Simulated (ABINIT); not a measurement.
Input and output of a relaxation of cell and atoms for C (Fd-3m, 2 atoms in the cell) (ABINIT).

Level of theory: PBE, norm-conserving pseudopotentials (PseudoDojo nc-sr-05 PBE standard) (plane waves; ABINIT).

The input file:

```
# C, PseudoDojo nc-sr-05 PBE standard
pp_dirpath "./"
pseudos "C.upf"
acell 3*1.0
rprim
        -0.0000000000    3.3644211491    3.3644211491
         3.3644211491   -0.0000000000    3.3644211491
         3.3644211491    3.3644211491   -0.0000000000
natom 2
ntypat 1
znucl 6
typat 1 1
xcart
         3.3644211491    3.3644211491    3.3644211491
         5.0466317237    5.0466317237    5.0466317237
ecut 41
occopt 3
tsmear 0.01 eV
nband 9
kptopt 1
ngkpt 13 13 13
nshiftk 1
shiftk 0 0 0
nstep 50
tolvrs 1.0e-12
ionmov 3
ntime 40
tolmxf 1.0e-04
optcell 2
dilatmx 1.08
ecutsm 0.5
prtwf 0
prtden 0
enunit 2
```

The program printed (abridged):

```
--- !BeginCycle
solver: {iscf: 7, nstep: 50, nline: 4, wfoptalg: 0, }
tolerances: {tolvrs: 1.00E-12, }
...

     iter   Etot(hartree)      deltaE(h)  residm     vres2
 ETOT  1  -12.020299950290    -1.202E+01 1.969E-01 4.714E+01
 ETOT  2  -12.037568095932    -1.727E-02 9.440E-03 1.570E-01
 ETOT  3  -12.037579307101    -1.121E-05 4.826E-03 4.816E-03
 ETOT  4  -12.037579594833    -2.877E-07 6.458E-03 6.172E-05
 ETOT  5  -12.037579597526    -2.693E-09 1.193E-03 7.267E-08
 ETOT  6  -12.037579597528    -2.473E-12 1.102E-03 2.304E-10
 ETOT  7  -12.037579597528    -6.573E-14 6.904E-04 1.082E-12
 ETOT  8  -12.037579597528    -3.908E-14 3.449E-04 1.892E-15
 At SCF step    8       vres2   =  1.89E-15 < tolvrs=  1.00E-12 =>converged.

 Cartesian components of stress tensor (hartree/bohr^3)
  sigma(1 1)= -1.48718030E-04  sigma(3 2)=  0.00000000E+00
  sigma(2 2)= -1.48718030E-04  sigma(3 1)=  0.00000000E+00
  sigma(3 3)= -1.48718030E-04  sigma(2 1)=  0.00000000E+00

---OUTPUT-----------------------------------------------------------------------

 Cartesian coordinates (xcart) [bohr]
  3.36442114912500E+00  3.36442114912500E+00  3.36442114912500E+00
  5.04663172367500E+00  5.04663172367500E+00  5.04663172367500E+00
 Reduced coordinates (xred)
  5.00000000003715E-01  5.00000000003715E-01  5.00000000003715E-01
  7.50000000003716E-01  7.50000000003716E-01  7.50000000003716E-01
 Cartesian forces (fcart) [Ha/bohr]; max,rms= 1.69992E-30 1.21180E-30 (free atoms)
   [... lines left out ...]
 At Broyd/MD step   3, gradients are converged :
 Fermi (or HOMO) energy (hartree) =   0.40114   Average Vxc (hartree)=  -0.49274
 Fermi (or HOMO) energy (eV) =  10.91555   Average Vxc (eV)= -13.40818
   [... lines left out ...]
total_energy        : -1.20376360501216E+01
total_energy_eV     : -3.27560735326832E+02
band_energy         :  3.71784609700402E-01
...

-Cartesian components of stress tensor (GPa)         [Pressure=  3.0277E-03 GPa]
- sigma(1 1)= -3.02771990E-03  sigma(3 2)=  0.00000000E+00
- sigma(2 2)= -3.02771990E-03  sigma(3 1)=  0.00000000E+00
- sigma(3 3)= -3.02771990E-03  sigma(2 1)=  0.00000000E+00

 Calculation completed.
```

The run converged. 

Summary of the result:
| Quantity | Result |
|---|---|
| Free energy E − TS | -327.56 eV |
| Top of the valence band (on the code's own zero) | 10.22 eV |
| Gap on the k-point mesh | 4.19 eV |
| Pressure | 0.00 GPa |
| Final cell | a = b = c = 2.526 Å, α = β = γ = 60.00° |
| Final volume per atom | 5.70 Å³ |
| Relaxation steps | 3 |

The starting cell comes from a database of computed structures (which also holds hypothetical and non-ambient phases and stackings), without a prior relaxation at this level. The relaxation keeps the symmetry of its start, so its end need not be a minimum.

Cost on one core of a shared machine: roughly 90 s.
